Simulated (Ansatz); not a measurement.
The parent structure is GaS in the beta-GaS type structure (space group P6_3/mmc, No. 194; a = 3.5342 Å, c = 15.0389 Å; layered, stacked along the Cartesian z axis). Axes: x lies along a and z along c of the hexagonal cell.

All numbers come from PBEsol-D3(BJ) (Ansatz, an electronic-structure program; PAW; 420 eV plane waves; no spin-orbit coupling).

Before the change:

* **Width of the top valence band**: 2.17 eV
* **Band gap**: 1.29 eV
* **Valence-band top at Γ**: 0.00, -1.45, -1.45 eV

The change: the cell is compressed by 4.78 % along z with no lateral relaxation; the atoms relax in the strained cell.

Question: What happens to the width of the top valence band, energy relative to the base, band gap and valence-band top at Γ?

Answer: The width of the top valence band increases by 0.27 eV, from 2.17 eV to 2.44 eV; the energy rises by 11 meV/atom; the band gap drops by 0.39 eV to 0.90 eV; the valence-band top at Γ (three highest levels, from the VBM) changes from 0.00, -1.45, -1.45 eV to 0.00, -1.79, -1.79 eV.

No phonon test of stability was made.
